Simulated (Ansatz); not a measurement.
We consider CoO (model structure, F-43m, No. 216, 2 atoms in the cell), described by PBEsol (plane waves, PAW; Ansatz, a quantum-chemistry and plane-wave program).

Run with plane-wave cutoff 520 eV, 22×22×22 k mesh, Fermi–Dirac smearing 0.05 eV, spin-polarised with parallel moments, scalar-relativistic PAW data made under PBE.

Cell (relaxed at this level):

```xyz
2
Lattice="0.0000 2.1759 2.1759 2.1759 0.0000 2.1759 2.1759 2.1759 0.0000" Properties=species:S:1:pos:R:3 pbc="T T T"
O      3.2638     3.2638     3.2638
Co     0.0000     0.0000     0.0000
```
Starting moments (μB, in the order of the record's atoms O Co): 0.0 3.0.

Q: What does this level give for the bulk modulus?

A: 
* **bulk modulus**: 117 GPa

Note: the magnetic order was assumed, not searched for or taken from measurement; the bulk modulus is −V dP/dV from two relaxed cells at ±2 % in volume; the relaxation could raise the start's symmetry but not lower it, so the cell can be a saddle point; functionals without U or exact exchange can leave correlated insulators metallic, so the missing gap need not be real.

Computed values are for the static lattice.

Cost on a shared machine: roughly 6 core-minutes.

A model structure was made by putting elements into a prototype or built by hand; it is no filed structure, need not be a known phase, and can be a saddle point held by its symmetry.
